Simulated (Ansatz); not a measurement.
The starting structures come from a database of crystals and need not be the phases stable at ambient conditions.

By PBEsol, the system below comes out a metal.

The ballistic (Sharvin) conductance counts the channels at the Fermi level: G/A = (e²/h) × channels of both spins per area.

Here is the system:

```yaml
crystal:
  lattice:
    - [3.29021, 0.00000, 0.00000]
    - [-1.64511, 2.84941, 0.00000]
    - [0.00000, 0.00000, 14.93118]
  atoms:
    - { symbol: Zr, position: [0.66667, 0.33333, 0.91616] }
    - { symbol: Zr, position: [0.33333, 0.66667, 0.08384] }
    - { symbol: Zr, position: [0.33333, 0.66667, 0.41616] }
    - { symbol: Zr, position: [0.66667, 0.33333, 0.58384] }
    - { symbol: In, position: [0.66667, 0.33333, 0.25000] }
    - { symbol: In, position: [0.33333, 0.66667, 0.75000] }
    - { symbol: N, position: [0.00000, 0.00000, 0.00000] }
    - { symbol: N, position: [0.00000, 0.00000, 0.50000] }
```

Space group of this cell: P6_3/mmc. The cell is taken as given; by PBEsol its mean pressure is -4.1 GPa.

The current flows along the normal of the first two printed cell vectors, the (001) plane of the conventional cell. No spin-orbit coupling; the value is a mean over 0.1 eV about the Fermi level.

### Question
Estimate the ballistic conductance per area that PBEsol (Ansatz, a first-principles code) returns for this system.

### Answer
0.40 × 10¹⁵ S/m² for both spins.
